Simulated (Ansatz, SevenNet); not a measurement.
GeSb₂Te₄ (model structure, started from the GeSb2Te4 type, R-3m, No. 166, 7 atoms in the cell): equilibrium lattice constant a by level of theory

No measured value is used here.

```
level (code)     value (Å)
---------------  ---------
SevenNet-l3i5        4.311
LDA (Ansatz)         4.216
PBE (Ansatz)         4.310
PBEsol (Ansatz)      4.243
r²SCAN (Ansatz)      4.283
```

Cutoffs differ between the levels. Ansatz's density-functional and Hartree–Fock values are scalar-relativistic unless marked +SOC, with PAW data made under PBE.

Machine-learned potentials (SevenNet-l3i5) are trained on DFT data: a solid inside that data is no test of them.

A model structure was made by putting elements into a prototype or built by hand; it is no filed structure, need not be a known phase, and can be a saddle point held by its symmetry.

Ansatz is an electronic-structure program.
